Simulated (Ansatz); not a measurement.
Input:

End structure of a constructed model of the (0001) surface of hcp Ti, a pseudomorphic layer of Ru in the host's stacking (bottom of the slab: a bare face, its two planes held):

```yaml
crystal:
  lattice:
    - [2.93864, 0.00000, 0.00000]
    - [-1.46932, 2.54493, 0.00000]
    - [0.00000, 0.00000, 30.50000]
  atoms:
    - { symbol: Ti, position: [0.66667, 0.33333, 0.26527] }
    - { symbol: Ti, position: [0.33333, 0.66667, 0.34153] }
    - { symbol: Ti, position: [0.66667, 0.33333, 0.41896] }
    - { symbol: Ti, position: [0.33333, 0.66667, 0.49529] }
    - { symbol: Ti, position: [0.66667, 0.33333, 0.57072] }
    - { symbol: Ti, position: [0.33333, 0.66667, 0.65213] }
    - { symbol: Ru, position: [0.66667, 0.33333, 0.70903] }
```

Slab: 7 atoms, 14.3 Å thick at the start; k 15x15x1, smearing 0.1 eV, dipole-corrected; 2 atoms held, the rest relaxed; held to the start's symmetry, so lower structures may exist; no spin, no spin-orbit, no U. In PBE it lies 0.03 eV a 1x1 cell over the lowest computed structure of the same composition (a pseudomorphic layer of Ru in the other hollow).

### Question
What is the computed work function of the top face (PBE (Ansatz, a first-principles code))?

### Answer
4.31 eV
